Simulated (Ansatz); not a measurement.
Consider MoS2 in the 3R-MoS2 type structure (space group R3m, No. 160; layered, stacked along the Cartesian z axis).

```xyz
3
Lattice="1.5766 0.9103 5.9979 -1.5766 0.9103 5.9979 0.0000 -1.8205 5.9979" Properties=species:S:1:pos:R:3 pbc="T T T"
Mo     0.0000     0.0000     0.0003
S      0.0000     0.0000    13.5588
S      0.0000     0.0000    10.4319
```

Cartesian axes are those of the cell as printed.

(Cell as relaxed with PBE-D3(BJ).)

Levels (all Ansatz, a first-principles code, PAW, earlier PAW set): PBE-D3(BJ) (420 eV, no SOC); r2SCAN+rVV10 (500 eV, no spin-orbit coupling).

Each level relaxes its own structure.

```
base                 PBE-D3(BJ)  r2SCAN+rVV10
-------------------  ----------  ------------
volume per atom        17.22 Å³      18.03 Å³
lattice parameter a    315.3 pm      317.5 pm
band gap                0.77 eV       1.02 eV
```

Modification: biaxial strain −2.91 %, plane normal [001], relaxed out of plane (Cartesian); in-plane vectors clamped, the third vector and the atoms free.

```csv
quantity,PBE-D3(BJ),r2SCAN+rVV10
mean in-plane stress (compression positive),+9.1 GPa,[?]
smallest direct gap,2.07 eV,[?]
out-of-plane strain,+1.61 %,[?]
energy relative to the base (free energy F),+27 meV/atom,[?]
```

### Question
What does r2SCAN+rVV10 give?

### Answer

- mean in-plane stress (compression positive), r2SCAN+rVV10: +9.2 GPa
- smallest direct gap, r2SCAN+rVV10: 2.17 eV
- out-of-plane strain, r2SCAN+rVV10: +1.76 %
- energy relative to the base (free energy F), r2SCAN+rVV10: +29 meV/atom

PBE-D3(BJ)'s in-plane stress lies 0.1 GPa below r2SCAN+rVV10's; PBE-D3(BJ)'s smallest direct gap lies 0.10 eV below r2SCAN+rVV10's; PBE-D3(BJ)'s out-of-plane strain lies 0.15 % below r2SCAN+rVV10's; PBE-D3(BJ)'s energy relative to the base lies 1.8 meV/atom below r2SCAN+rVV10's. Neither level is exact; r2SCAN+rVV10 is the comparison here, not a measurement.

Stability against distortions was not tested.
